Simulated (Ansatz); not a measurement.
Start from Al in the fcc (Cu type) structure (space group Fm-3m, No. 225; relaxed with 0.1 eV smearing).

```
CELL_PARAMETERS angstrom
      0.00000     2.00773     2.00773
      2.00773     0.00000     2.00773
      2.00773     2.00773     0.00000
ATOMIC_POSITIONS crystal
  Al 0.00000 0.00000 0.00000
```

Cartesian axes are those of the cell as printed.

Method: PBEsol (Ansatz, a quantum-chemistry and plane-wave program; PAW; 420 eV plane waves; scalar-relativistic without spin-orbit coupling).

Base values:

```
Item        Value
--------  -------
Pressure  0.0 GPa
```

Perturbation: biaxial strain +2.50 %, plane normal [111], relaxed out of plane (Cartesian); in-plane vectors clamped, the third vector and the atoms free.

Task: Estimate the effect on the energy relative to the base.

Result: The energy goes up by 7.2 meV/atom.

Task: Estimate the effect on the pressure.

Result: The pressure (mean of the normal stresses, compression positive) goes from zero to -1.8 GPa.

Whether these cells are dynamically stable was not tested.
